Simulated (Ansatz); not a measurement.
# L1₀ (CuAu-type) TiAl

Computed with PBE in Ansatz (PAW).

Run with plane-wave cutoff 520 eV, 18×18×12 k mesh (along the axes of the cell as run), Fermi–Dirac smearing 0.1 eV, perturbation theory, force constants from a 6×6×4 q mesh, no spin polarisation, scalar-relativistic PAW data made under PBE.

Cell: relaxed at this level.

```yaml
zero_point_energy: 0.044 eV/atom
```

It cost around 2.6 core-hours (rough) of CPU time.

Ansatz is an electronic-structure program.
